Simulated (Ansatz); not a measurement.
The starting structures come from a database of crystals and need not be the phases stable at ambient conditions.

By LDA, the system below comes out a metal.

A figure of merit of an interconnect metal is its ballistic conductance per area.

Here is the system:

```
CELL_PARAMETERS angstrom
      3.15419     0.00000     0.00000
     -0.43465     4.28229     0.00000
     -0.21732     2.14114     2.30591
ATOMIC_POSITIONS crystal
  Te 0.50000 0.50000 0.00000
```

Space group of this cell: R-3m. The cell is taken as given; by LDA its mean pressure is -1.3 GPa.

The current flows along the normal of the first two printed cell vectors, the (110) plane of the conventional cell. No spin-orbit coupling; the value is a mean over 0.1 eV about the Fermi level.

**Question.** Predict the ballistic conductance per area from LDA (Ansatz, a first-principles code).

**Answer.** 1.2 × 10¹⁵ S/m² for both spins.
